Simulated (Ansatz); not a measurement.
**Thickness series in hypothetical R-3m MgH2**

Consider MgH2 in the CdCl2 type structure (space group R-3m, No. 166; a = 3.0012 Å, c = 11.6711 Å (hexagonal axes); a hypothetical phase, not in the database extracts checked).

Free-standing slabs (3 atom(s) a layer) normal to the stacking axis with 15 Å of vacuum; in-plane cell relaxed.

Computed with Ansatz (an electronic-structure program), PBE-D3(BJ), PAW, cutoff 420 eV, spin-orbit coupling left out.

Notes on the quantities. excess energy per area of both faces: slab less bulk energy over the cell's area: twice a surface energy.

```csv
variant,band gap,excess energy per area of both faces,smallest direct gap
base,2.74 eV,–,3.64 eV
1 layer,[?],[?],5.16 eV
2 layers,[?],0.32 J/m²,[?]
3 layers,3.42 eV,0.33 J/m²,4.03 eV
4 layers,3.17 eV,0.33 J/m²,3.87 eV
```

Problem. What belongs in the blanks?

Solution. 
- 1 layer, band gap: 4.90 eV
- 1 layer, excess energy per area of both faces: 0.30 J/m²
- 2 layers, band gap: 3.84 eV
- 2 layers, smallest direct gap: 4.33 eV

The excess energy carries the mismatch between the slab's and the bulk's meshes. Whether these cells are dynamically stable was not tested.
